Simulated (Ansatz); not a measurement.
Short convergence ladders for Ta (Im-3m, 1 atom in the cell)

```yaml
crystal:
  lattice:
    - [-1.65825, 1.65825, 1.65825]
    - [1.65825, -1.65825, 1.65825]
    - [1.65825, 1.65825, -1.65825]
  atoms:
    - { symbol: Ta, position: [0.00000, 0.00000, 0.00000] }
```

Base method: PBE, PAW files (plane waves; Ansatz, a program for electronic structure).

Base settings: basis.ecutwfc = 420 eV; kpoints.mp_grid.grid = 14 14 14; hamiltonian.xc = pbe; hamiltonian.pseudopotentials = {kind: paw} (the program's default PAW files); scf.occupations.method = gaussian; scf.occupations.width = 0.1 eV.

The count of work is k-points × plane waves × bands × iterations; it is no time. 

**The width of Fermi-Dirac smearing**

In this ladder: kpoints.mp_grid.grid = 23 23 23; scf.occupations.method = fermi_dirac.

Narrow widths need finer meshes than wide ones, so the last steps can hold mesh noise.

Only quantities that move along the ladder and can be compared are tabulated; pressure and forces are left out, as mesh noise rules them at narrow widths.

```csv
scf.occupations.width,free energy less the last step's (meV/atom),energy extrapolated to zero width less the last step's (meV/atom)
1 eV,-1622.70,-111.62
0.5 eV,-455.97,-47.47
0.3 eV,-177.23,-13.74
0.2 eV,-79.70,-3.17
0.1 eV,-16.19,0.42
0.05 eV,0.00,0.00
```

Widest scf.occupations.width that holds the free energy within 5 meV/atom: not settled: the last two steps still differ by 16 meV/atom, over half the tolerance, so the ladder does not show it.

Widest scf.occupations.width that holds the energy extrapolated to zero width within 2 meV/atom of the last step, with all finer ones: 0.1 eV; the step before is off by 3.2 meV/atom.

The extrapolation to zero width removes most of the smearing's effect on the energy.

**The width of Methfessel-Paxton smearing**

In this ladder: kpoints.mp_grid.grid = 23 23 23; scf.occupations.method = methfessel_paxton.

Narrow widths need finer meshes than wide ones, so the last steps can hold mesh noise.

Only quantities that move along the ladder and can be compared are tabulated; pressure and forces are left out, as mesh noise rules them at narrow widths.

```tsv
scf.occupations.width	free energy less the last step's (meV/atom)
1 eV	-18.91
0.5 eV	-0.65
0.3 eV	1.26
0.2 eV	0.77
0.1 eV	0.08
0.05 eV	0.00
```

Widest scf.occupations.width that holds the free energy within 1 meV/atom of the last step, with all finer ones: 0.2 eV; the step before is off by 1.3 meV/atom.

**The mesh under tetrahedron occupations**

In this ladder: scf.occupations.method = tetrahedron; scf.occupations.width = default.

Only quantities that move along the ladder and can be compared are tabulated.

```csv
kpoints.mp_grid.grid,free energy less the last step's (meV/atom),pressure (GPa),count of work / last
6 6 6,-30.60,1.30,0.018
7 7 7,-31.41,0.37,0.022
9 9 9,-1.52,0.75,0.039
11 11 11,-2.97,0.64,0.062
14 14 14,-1.37,0.58,0.12
17 17 17,0.17,0.59,0.18
21 21 21,0.38,0.56,0.32
26 26 26,-0.06,0.55,0.57
32 32 32,0.00,0.53,1.0
```

Coarsest kpoints.mp_grid.grid that holds the free energy within 1 meV/atom of the last step, with all finer ones: 17 17 17, at 0.18 of the last step's count of work; the step before is off by 1.4 meV/atom.

Coarsest kpoints.mp_grid.grid that holds the pressure within 0.2 GPa of the last step, with all finer ones: 11 11 11, at 0.062 of the last step's count of work; the step before is off by 0.22 GPa.

Two neighbours can agree and both be off: 6 6 6 and 7 7 7 differ by 0.81 meV/atom in the free energy, yet lie about 31 meV/atom from the last step.

On the base run: the starting cell has typed, rounded lattice constants, without a prior relaxation at this level. Its lattice was rescaled by up to half a per cent. Spin polarisation is off. Ansatz's pressure includes its estimate of the finite-basis (Pulay) stress.

Left out of this page: 4 runs of the series outside the window shown, repeating another row's setting, or not comparable.

Keys are those of Ansatz 0.2.
